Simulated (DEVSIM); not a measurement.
Structure: Co/Si3N4/SiO2/p-Si capacitor, at 300 K.

```tsv
layer (left to right)	material	thickness (nm)	Na (cm⁻³)
1	Si3N4	3.60	-
2	SiO2	0.960	-
3	Si	840	4.7e17
```

Metal gate on the left, work function 5 eV. Fixed charge at the semiconductor interface 8.1e11 cm⁻² (in units of +e); no interface traps.

The device is made up for the run: typed textbook-type constants, with dimensions and the other settings drawn at random. Values at 300 K.

| parameter | Si3N4 | SiO2 | Si |
|---|---|---|---|
| gap (eV) | 5.1 | 9 | 1.124 |
| affinity (eV) | 2.1 | 0.9 | 4.05 |
| permittivity | 7.5 | 3.9 | 11.7 |
| Nc (cm⁻³) | - | - | 2.86e19 |
| Nv (cm⁻³) | - | - | 3.1e19 |

Simulated with DEVSIM: 1D Poisson equation in equilibrium, Boltzmann statistics, complete ionisation; no quantum confinement or tunnelling. Metal contacts follow the ideal Schottky-Mott rule: no Fermi-level pinning, no interface dipoles.

Base results: minimum of the low-frequency capacitance (μF/cm²) 0.192; capacitance of the dielectric stack (μF/cm²) 1.22; flat-band voltage (V) -0.17; threshold voltage (band bending 2φF) (V) 1.05.

Problem. What follows from this one change: substrate doping 4.7e+17 → 9.4e+17 cm^-3?

Solution. minimum of the low-frequency capacitance 0.192 → 0.254 μF/cm²; capacitance of the dielectric stack little changed (1.22 μF/cm²); flat-band voltage -0.17 → -0.19 V; threshold voltage (band bending 2φF) 1.05 → 1.20 V.

Problem. What follows from this one change: fixed charge 8.1e+11 → 2.46e+12 cm^-2?

Solution. minimum of the low-frequency capacitance little changed (0.192 μF/cm²); capacitance of the dielectric stack little changed (1.22 μF/cm²); flat-band voltage -0.17 → -0.39 V; threshold voltage (band bending 2φF) 1.05 → 0.83 V.
